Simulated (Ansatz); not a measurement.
```xyz
2
Lattice="0.0000 2.9232 2.9232 2.9232 0.0000 2.9232 2.9232 2.9232 0.0000" Properties=species:S:1:pos:R:3 pbc="T T T"
Ge     0.0000     0.0000     0.0000
Ge     1.4616     1.4616     1.4616
```

No spin polarisation.

All numbers come from PBEsol in Ansatz (plane waves to 420 eV, PAW, no SOC). k-mesh 14×14×14 (Γ-centred); smearing 0.05 eV (Fermi–Dirac).

Problem. Predict the pressure, band gap and space group.

Solution. The pressure is -4.8 GPa and the band gap comes out as zero. The space group comes out as Fd-3m (No. 227).

The cells carry an imposed strain or load. No phonon test of stability was made. The cell was made from Ge in the diamond structure (space group Fd-3m, No. 227) by this change: isotropic strain +3.00 %. The zero or small gap of Ge can change with the level of theory.

Ansatz is a program for electronic structure.
